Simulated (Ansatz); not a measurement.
## A self-consistent single point of ScSi2Ni2 (I4/mmm, 5 atoms in the cell) with Ansatz

Computed with LDA (PW92), default PAW files made with PBE (plane waves; Ansatz, an electronic-structure program).

The input file:

Ansatz 0.2 input:
```yaml
# Sc(SiNi)2
crystal:
  lattice:
    - [-1.896982, 1.896982, 4.730905]
    - [1.896982, -1.896982, 4.730905]
    - [1.896982, 1.896982, -4.730905]
  atoms:
    - { symbol: Sc, position: [0.000000, 0.000000, 0.000000] }
    - { symbol: Si, position: [0.622060, 0.622060, 0.000000] }
    - { symbol: Si, position: [0.377940, 0.377940, 0.000000] }
    - { symbol: Ni, position: [0.250000, 0.750000, 0.500000] }
    - { symbol: Ni, position: [0.750000, 0.250000, 0.500000] }
basis:
  ecutwfc: 420.0
kpoints:
  mp_grid: { grid: [12, 12, 12] }
hamiltonian:
  xc: lda
  pseudopotentials: { kind: paw }
scf:
  occupations: { method: fermi_dirac, width: 0.1 }
output:
  forces: true
  eigenvalues: true
  stress: true
```

Output, abridged:

```
WARN ansatz: RAYON_NUM_THREADS=1 ignored (pool sized by the plan → 1); use --threads N
basis.fft_grid_basis auto: the FFT boxes are laid along the combinations [[1, 0, 1], [0, 1, 1], [0, 0, 1]] of the cell's own vectors, 3.794, 3.794 and 5.439 Å …
Pseudopotentials: kind: paw
Pseudopotential: Sc, paw, valence charge 11
Pseudopotential: Si, paw, valence charge 4
Pseudopotential: Ni, paw, valence charge 18
Crystal: 5 atoms, lattice volume = 68.097 Å³
Basis set: ecut = 420 eV, 1323 PW (Γ), FFT grids on a1+a3, a2+a3, a3
Bands: 33, of which v1, the nominal top of the filled ones, is band 28 counted from 1 (27 counted from 0)
Symmetry: 16 space group operations
Space group: I4/mmm (ITA 139), of the structure as read, at distance tolerance 4.1e-5 Å
k-points: 163 of 1728
PAW frozen core: Sc, regenerated for the run's functional, and the local potential with it
PAW frozen core: Si, regenerated for the run's functional, and the local potential with it
PAW frozen core: Ni, regenerated for the run's functional, and the local potential with it
Initial density: superposition of atomic densities (neutral atoms: chi_scale 0, normalization atom), corrected by the library's trained network
Initial wavefunctions: pseudopotential atomic-orbital guess
Eigensolver: davidson
Functional: x = slater, c = lda
SCF iter   1: F=—  HF=-14857.505365 eV  |F-HF|=—  |Δ(HF+E_count)|=         —  Δρ=1.19e-2  dr2=4.40e-2  ethr=1.77e-3  ⟨swp⟩=5.5  Hψ=20957  notcnv=0
all-band conjugate gradients solve this SCF's bands
preconditioner: auto → Kerker (q_TF=auto, 2.633 Å⁻¹)
SCF iter   2: F=—  HF=-14857.498804 eV  |F-HF|=—  |Δ(HF+E_count)|=   6.56e-3  Δρ=3.08e-3  dr2=3.65e-3  ethr=8.01e-5  ⟨swp⟩=2.3  Hψ=10478  notcnv=0
SCF iter   3: F=—  HF=-14857.498396 eV  |F-HF|=—  |Δ(HF+E_count)|=   4.07e-4  Δρ=1.65e-3  dr2=1.24e-3  ethr=6.63e-6  ⟨swp⟩=1.3  Hψ=5456  notcnv=0
SCF iter   4: F=—  HF=-14857.498172 eV  |F-HF|=—  |Δ(HF+E_count)|=   2.25e-4  Δρ=1.60e-4  dr2=2.20e-5  ethr=2.26e-6  ⟨swp⟩=2.0  Hψ=6019  notcnv=0
SCF iter   5: F=—  HF=-14857.498170 eV  |F-HF|=—  |Δ(HF+E_count)|=   1.69e-6  Δρ=2.85e-5  dr2=4.11e-7  ethr=4.01e-8  ⟨swp⟩=2.1  Hψ=8544  notcnv=0
SCF iter   6: F=—  HF=-14857.498170 eV  |F-HF|=—  |Δ(HF+E_count)|=   2.17e-8  Δρ=1.80e-5  dr2=2.16e-7  ethr=1.82e-10  ⟨swp⟩=5.1  Hψ=23201  notcnv=0
SCF iter   7: F=-14857.498170 eV  HF=-14857.498170 eV  |F-HF|=3.10e-8  |Δ(HF+E_count)|=   1.36e-8  Δρ=6.42e-6  dr2=2.09e-8  ethr=1.82e-10  ⟨swp⟩=3.0  Hψ=20013  notcnv=0
SCF 1 converged in 7 iterations: F = -14857.498170 eV  dr2 = 2.09e-8
SCF converged after 7 iterations
Free energy (F): -14857.498170 eV
Harris-Foulkes:  -14857.498170 eV  (|F-HF|=3.10e-8)
Internal energy: -14857.392142 eV  (E = F + TS)
E sigma→0 (E₀):  -14857.445156 eV
Entropy (-TS):   -0.106028 eV (-21.206 meV/atom)
Fermi energy:    13.340023 eV
--- Per-component energies (eV) ---
  E_band       = -810.889228
  E_kinetic    = 921.242968
  E_local      = -10279.581820  (includes V_loc(G=0)·N_el)
  E_nonlocal   = 1414.970780
  E_hartree    = 4379.308138
  E_xc         = -388.496330
  E_vxc        = -450.396551  (∫ρ·V_xc dr)
  E_paw        = -5009.255317  (= ΣΔE_a)
  E_vpaw       = -1175.759166  (= ΣTr[D̂ρ^β])
  E_aug_tail   = 0.000893  (compensation charges beyond the density's cutoff)
  E_ewald      = -5896.923280
  E_core_change = 1.341825  (= ΣΔE_core)
  E_smearing   = -0.106028  (= −TS)
  E_closure    = -0.000000  (closes the sum)
  Σ components = -14857.498170   (vs F -14857.498170, Δ=0.00e0)
--- Forces (eV/Å), atoms counted from 1 ---
  atom   1  Sc     0.00000000     0.00000000    -0.00000000
  atom   2  Si    -0.00000000     0.00000000     0.17317025
  atom   3  Si    -0.00000000     0.00000000    -0.17317025
  atom   4  Ni     0.00000000     0.00000000     0.00000000
  atom   5  Ni     0.00000000    -0.00000000     0.00000000
  max |Σ_I F_I| component: 5.55e-17 eV/Å
--- Stress (GPa, compression-positive) ---
       -5.636125       0.000000       0.000000
        0.000000      -5.636125      -0.000000
        0.000000      -0.000000      -4.102893
  P = ⅓ Tr σ = -5.1250 GPa (-51.250 kbar)
  The stress holds the Pulay correction. Without it, at fixed plane waves, as pw.x and ABINIT print it: P = -5.1947 GPa
--- Band table (eV; the first three rows and the last of 163) ---
  k-point 0: bands = ["-89.3250", "-89.3166", "-50.1877", "-50.1877", "-50.1538", "-50.1440", "-50.1386", "-50.1386", "-35.5694", "-14.5101", "-14.4595", "-14.4595", "1.8656", "6.5790", "7.3317", "9.6061", "9.6061", "9.9261", "10.1550", "11.0515", [...]
  k-point 1: bands = ["-89.3248", "-89.3169", "-50.1881", "-50.1841", "-50.1535", "-50.1443", "-50.1423", "-50.1383", "-35.5689", "-14.5093", "-14.4635", "-14.4628", "1.9968", "6.5665", "7.4409", "9.4383", "9.6254", "9.9961", "10.1545", "10.8080", [...]
  k-point 2: bands = ["-89.3240", "-89.3177", "-50.1891", "-50.1743", "-50.1525", "-50.1523", "-50.1452", "-50.1375", "-35.5677", "-14.5071", "-14.4741", "-14.4719", "2.3720", "6.5430", "7.7075", "9.0961", "9.6786", "10.0715", "10.1216", "10.1833", [...]
  k-point 162: bands = ["-89.3250", "-89.3166", "-50.1877", "-50.1877", "-50.1539", "-50.1440", "-50.1387", "-50.1387", "-35.5692", "-14.5145", "-14.4594", "-14.4594", "3.3744", "3.3857", "8.4377", "9.6926", "9.6926", "9.9615", "10.3252", "10.6887", [...]
```

The run converged in 7 iterations.

The starting cell comes from a database of computed structures (which also holds hypothetical and non-ambient phases and stackings), without a prior relaxation at this level. Its lattice was rescaled by up to half a per cent. Spin polarisation is off. With a pressure of about -5 GPa the cell is away from its equilibrium volume at this level. Ansatz's pressure includes its estimate of the finite-basis (Pulay) stress.
